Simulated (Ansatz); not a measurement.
# Ru on the 1x1 (0001) surface of corundum (cut with top plane Al), one in a 1x1 cell, started at the site 'hollow Al-O-O-O over O at depth 2.3 Å #2'

Host crystal: corundum, with a band gap (PBE, scalar-relativistic without spin-orbit coupling).

Calculation: PBE (plane waves to 420 eV, PAW; Ansatz, a quantum-chemistry and plane-wave program).

Slab: 21 atoms, 6.7 Å thick at the start under the adsorbate (thin: gaps and levels are the slab's own); k 6x6x1, smearing 0.01 eV, dipole-corrected; 9 atoms held, the rest relaxed; no symmetry held; spin-polarised, ending with about 2.4 μB a cell, a value that depends on the mesh; orders that need a larger cell were not tried, no spin-orbit, no U, no dispersion correction. The slab shows no gap over 0.04 eV on its mesh. At the end it is bonded to 4 Al + 3 O. In PBE it is, or lies within 0.03 eV of, the lowest of the starts that converged.

The adsorption energy against an atom of hcp Ru comes out as 4.76 eV. The work function of the top face is 4.11 eV. The change of the step from the bottom to the top vacuum level, against the clean slab comes out as -0.11 eV and the energy released by relaxation comes out as 1.22 eV. The height of the binding atom over the mean of the host atoms within 0.3 Å of the top one is 0.970 Å and the nearest host atoms of the binding atom comes out as O at 2.26 Å, O at 2.28 Å, O at 2.30 Å. The largest move of a host atom comes out as 0.63 Å, the caution comes out as the clean host was not checked against rearrangement in a larger or rattled cell and the note is in the relaxation the adsorbate left its starting site by 1.8 Å. The cost is about 50 core-minutes (a rough figure).

A negative adsorption energy means that the adsorbate is more stable on the surface than in its reference.
